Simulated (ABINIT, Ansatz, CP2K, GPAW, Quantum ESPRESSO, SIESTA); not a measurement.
Code comparison for SiSnPt5 (P4/mmm, 7 atoms in the cell)

Self-consistent single point.

```xyz
7
Lattice="4.0467 0.0000 0.0000 0.0000 4.0467 0.0000 0.0000 0.0000 7.1558" Properties=species:S:1:pos:R:3 pbc="T T T"
Si     0.0000     0.0000     3.5779
Sn     2.0234     2.0234     0.0000
Pt     0.0000     2.0234     2.1149
Pt     0.0000     2.0234     5.0409
Pt     2.0234     0.0000     2.1149
Pt     2.0234     0.0000     5.0409
Pt     0.0000     0.0000     0.0000
```

All programs got the same cell, k-point mesh and kind of occupations (in Ansatz's words: kpoints.mp_grid.grid = 5 5 3; scf.occupations.method = fermi_dirac; scf.occupations.width = 0.05 eV); potentials, basis and cutoffs are each program's usual ones.

```
code                                                                                                                                 model  pressure (GPa)  largest force (eV/Å)  k-points       cutoff
----------------  ------------------------------------------------------------------------------------------------------------------------  --------------  --------------------  --------  -----------
Quantum ESPRESSO                                                                       LDA (PZ), GBRV 1.5 ultrasoft (LDA) pseudopotentials          -17.11                 0.028        12        40 Ry
ABINIT                                                     LDA (PW92), norm-conserving pseudopotentials (PseudoDojo nc-sr-04 LDA standard)          -16.40                 0.042        12        84 Ry
SIESTA            LDA PW92, numerical atomic orbitals DZP, PseudoDojo LDA standard norm-conserving potentials (rewritten from UPF to PSML)          -17.06                 0.033        38  grid 300 Ry
CP2K                                                  LDA (Pade form), GPW, DZVP-MOLOPT-SR-GTH basis, GTH-PADE potentials (GTH_POTENTIALS)          -29.56                 0.447        38  grid 500 Ry
Ansatz                                                                                                 LDA (PW92), PAW files made with PBE          -16.28                 0.025        12       420 eV
GPAW                                                                         LDA (Perdew-Wang 92), GPAW PAW datasets LDA (gpaw-data 1.0.1)          -16.24                 0.013        12       600 eV
```

The spread over the programs that give each value: pressure within 13.32 GPa; largest force within 0.434 eV/Å.

The starting cell comes from a database of computed structures (which also holds hypothetical and non-ambient phases and stackings), without a prior relaxation at this level. Its lattice was rescaled by a random factor within 2.5 % of one. On Ansatz's run: Spin-orbit coupling is off. Spin polarisation is off. In the base run, with a pressure of about -16 GPa the cell is away from its equilibrium volume at this level.

Q: Why do the programs differ, and what cannot be compared?

A: Differences of this kind can come from the potentials, where these differ, and from what each basis and cutoff leave unconverged. The valence holds different numbers of electrons (Quantum ESPRESSO 98, ABINIT 108, SIESTA 108, CP2K 98, Ansatz (a first-principles code) 108, GPAW 98). The zero of total energies and Fermi levels follows the potentials and each program's conventions, so they are not compared here. SIESTA and CP2K use small atom-centred bases, whose incompleteness enters pressures, forces and empty levels differently from a plane-wave cutoff. Ansatz's pressure is given at a fixed set of plane waves, as the other plane-wave codes print theirs; with its correction for the finite basis it is -16.25 GPa. The same LDA comes in different parametrisations, which differ slightly. The programs reduce the same mesh by symmetry to different extents, which changes the work and not the result. In the pressure, CP2K (by 13.23) lies more than 1 GPa from the median of the plane-wave programs. In the force vectors, CP2K (by 0.421) lies more than 0.08 eV/Å from the median of the plane-wave programs.

Left out of this page: Elk and FLEUR (not drawn, or without a comparable value).

Keys are those of Ansatz 0.2.
